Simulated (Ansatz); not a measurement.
A self-consistent single point of TaTi (P1, 2 atoms in the cell) with Ansatz (a program for electronic structure).

Level of theory: LDA (PW92), PAW files made with PBE (plane waves; Ansatz).

```xyz
2
Lattice="1.6329 -2.2975 0.0000 1.6329 2.2975 0.0000 0.0000 0.0000 4.6841" Properties=species:S:1:pos:R:3 pbc="T T T"
Ti     1.5917    -0.0215     2.3389
Ta     0.0412     0.0215     0.0032
```

Reference input (self-consistent single point, DFT, PBEsol, plane waves, PAW files made with PBE): kpoints.mp_grid.grid = 8 8 5; hamiltonian.xc = pbesol; hamiltonian.pseudopotentials = {kind: paw} (an earlier, softer set of the program's PAW files); scf.occupations.method = gaussian; scf.occupations.width = 0.0147 Ry. This run's input differs from it in these lines:

Ansatz 0.2 input:
```diff
@@ -13,3 +13,3 @@
 hamiltonian:
-  xc: pbesol
+  xc: lda
   pseudopotentials:
```

Log, with long lists cut:

```
SCF iter   1: F=—  HF=-12133.869076 eV  |F-HF|=—  |Δ(HF+E_count)|=         —  Δρ=5.36e-2  dr2=1.15e0  ethr=3.10e-3  ⟨swp⟩=4.3  Hψ=12003  notcnv=0
all-band conjugate gradients solve this SCF's bands
preconditioner: auto → none
SCF iter   2: F=—  HF=-12133.648662 eV  |F-HF|=—  |Δ(HF+E_count)|=   2.20e-1  Δρ=3.04e-2  dr2=3.88e-1  ethr=3.10e-3  ⟨swp⟩=2.0  Hψ=4634  notcnv=0  defer=3
   [... lines left out ...]
SCF iter   5: F=—  HF=-12133.542340 eV  |F-HF|=—  |Δ(HF+E_count)|=   9.79e-5  Δρ=4.69e-4  dr2=3.16e-4  ethr=2.70e-6  ⟨swp⟩=2.9  Hψ=4879  notcnv=0  defer=3
SCF iter   6: F=—  HF=-12133.542296 eV  |F-HF|=—  |Δ(HF+E_count)|=   4.47e-5  Δρ=1.85e-4  dr2=4.48e-5  ethr=1.27e-6  ⟨swp⟩=2.0  Hψ=3471  notcnv=0  defer=3
SCF iter   7: F=—  HF=-12133.542287 eV  |F-HF|=—  |Δ(HF+E_count)|=   8.57e-6  Δρ=4.56e-5  dr2=5.88e-7  ethr=1.79e-7  ⟨swp⟩=1.0  Hψ=2756  notcnv=0  defer=3
SCF iter   8: F=-12133.542287 eV  HF=-12133.542287 eV  |F-HF|=4.62e-8  |Δ(HF+E_count)|=   7.06e-9  Δρ=9.95e-6  dr2=5.84e-8  ethr=4.00e-10  ⟨swp⟩=5.0  Hψ=11810  notcnv=0
SCF 1 converged in 8 iterations: F = -12133.542287 eV  dr2 = 5.84e-8
Free energy (F): -12133.542287 eV
Internal energy: -12133.468699 eV  (E = F + TS)
E sigma→0 (E₀):  -12133.505493 eV
Entropy (-TS):   -0.073588 eV (-36.794 meV/atom)
Fermi energy:    15.621797 eV
--- Forces (eV/Å), atoms counted from 1 ---
  atom   1  Ti     0.30047624     0.01383615     0.01250905
  atom   2  Ta    -0.30048461    -0.01383778    -0.01251935
--- Stress (GPa, compression-positive) ---
       -9.319089      -0.045165       0.042431
       -0.045165      -8.893433       0.002377
        0.042431       0.002377      -9.871887
  P = ⅓ Tr σ = -9.3615 GPa (-93.615 kbar)
  The stress holds the Pulay correction. Without it, at fixed plane waves, as pw.x and ABINIT print it: P = -9.3812 GPa
```

The run converged in 8 iterations. Against the reference run the pressure goes from -4.59 to -9.36 GPa and the largest force goes from 0.325 to 0.301 eV/Å.

The starting cell comes from a database of computed structures (which also holds hypothetical and non-ambient phases and stackings), without a prior relaxation at this level. Its atoms were displaced at random from the sites of space group no. 65. Spin polarisation is off. With a pressure of about -9 GPa the cell is away from its equilibrium volume at this level. Ansatz's pressure includes its estimate of the finite-basis (Pulay) stress.
